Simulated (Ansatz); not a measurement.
An Ansatz (an electronic-structure program) run: Sc with a change (Sc → Tl); DFT with r2SCAN, PAW potentials and a 500 eV plane-wave cutoff in Ansatz, no spin-orbit coupling, earlier PAW set.

Input:

Ansatz 0.2 input:
```yaml
crystal:
  lattice:
    - [3.520702373, 0, 0]
    - [-1.7603511865, 3.0490176941, 0]
    - [0, 0, 5.6025434649]
  atoms:
    - { symbol: Tl, position: [0.3333333333, 0.6666666667, 0.75] }
    - { symbol: Tl, position: [0.6666666667, 0.3333333333, 0.25] }
basis: { ecutwfc: 500, ecutrho_ratio: 4, xc_grid: 4, fft_grid_basis: typed }
kpoints: { mp_grid: { grid: [15, 15, 9] } }
hamiltonian:
  xc: r2scan
  dispersion: none
  pseudopotentials: { azcp: { folder: ./paw }, kind: paw }
scf: { occupations: { method: fermi_dirac, width: 0.05 }, convergence: { dr2_threshold: 0.0000000002 } }
output: { forces: true, stress: true }
checkpoint: { write: state.ck, write_every: 1000 }
```

Output (explanatory and most iteration lines left out):

```
Pseudopotential: Tl, paw, valence charge 13
Crystal: 2 atoms, lattice volume = 60.142 Å³
Basis set: ecut = 500 eV, 1509 PW (Γ), exchange–correlation on 108×108×180 points (64 copies of the dense FFT grid, shifted against one another)
Bands: 17, of which v1, the nominal top of the filled ones, is band 13 counted from 1 (12 counted from 0)
Symmetry: 24 space group operations
Space group: P63/mmc (ITA 194), of the structure as read, at distance tolerance 3.9e-5 Å
k-points: 135 of 2025
Functional: x = r2scan, c = r2scan; τ floored in thin density (d = 2e-4 eV/Å³)
SCF iter   1: F=—  HF=-22920.866824 eV  |F-HF|=—  |Δ(HF+E_count)|=         —  Δρ=8.06e-3  dr2=4.36e-2  dr2_τ=7.54e-4  ethr=1.67e-4  ⟨swp⟩=1.0  Hψ=14828  notcnv=0
SCF iter   2: F=—  HF=-22920.863427 eV  |F-HF|=—  |Δ(HF+E_count)|=   3.40e-3  Δρ=5.31e-3  dr2=1.79e-2  dr2_τ=3.29e-4  ethr=1.67e-4  ⟨swp⟩=1.0  Hψ=2298  notcnv=0
SCF 1 converged in 9 iterations: F = -22920.867244 eV  dr2 = 2.62e-11
SCF converged after 9 iterations
Free energy (F): -22920.867244 eV
Internal energy: -22920.859412 eV  (E = F + TS)
E sigma→0 (E₀):  -22920.863328 eV
Entropy (-TS):   -0.007832 eV (-3.916 meV/atom)
Fermi energy:    9.898902 eV
--- Forces (eV/Å), atoms counted from 1 ---
  atom   1  Tl     0.00000000     0.00000000     0.00000000
  atom   2  Tl     0.00000000    -0.00000000     0.00000000
--- Stress (GPa, compression-positive) ---
        0.000218       0.000000       0.000000
       -0.000000       0.000218       0.000000
        0.000000       0.000000       0.000943
  P = ⅓ Tr σ = 0.0005 GPa (0.005 kbar)
```

Whether these cells are dynamically stable was not tested. The cell was made from Sc by this change: Sc → Tl.
